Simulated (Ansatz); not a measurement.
Defect migration in wurtzite AlN: interstitial Al, charge state +3. The step: several atoms move together, Al the farthest; the atom moves 2.51 Å along (0.00, 0.00, -0.50) of the unit cell; the moving atom starts with neighbours 3 Al at 2.36; 3 N at 1.91, 3 N at 2.31 Å and ends with 3 Al at 2.36; 3 N at 1.91, 3 N at 2.31 Å. DFT values are from Ansatz (plane-wave PAW, 420 eV unless said) in a cell of 192 host sites, spin-restricted, static, with no finite-size correction. The charge state is imposed; whether it is stable for some Fermi level was not computed. Sites that were not tried may lie lower. For the PBE band: the saddle point's order was not checked, and it lies on a symmetry element of the cell, where a band can be held.

| Level | Forward barrier (eV) | Cost of the band or of the saddle's single point |
|---|---|---|
| CHGNet universal potential (has no charge state), its own band | 1.36 | - |
| PBE, the Γ point alone, band relaxed | 2.33 | roughly 19 core-minutes |
| PBE, a 2×2×2 k-point mesh shifted by half a step along c, same geometries | 2.31 | about 5 core-minutes (a rough figure) |
| r2SCAN at 500 eV, the Γ point alone, same geometries | 2.39 | around 100 core-seconds (rough) |
| HSE06, Γ point alone, same geometries | ___ | around 12 core-minutes (rough) |

Problem. Some entries are withheld; supply them.

Solution. 
- HSE06, Γ point alone, same geometries, Forward barrier (eV): 2.41

Ansatz is a quantum-chemistry and plane-wave program.
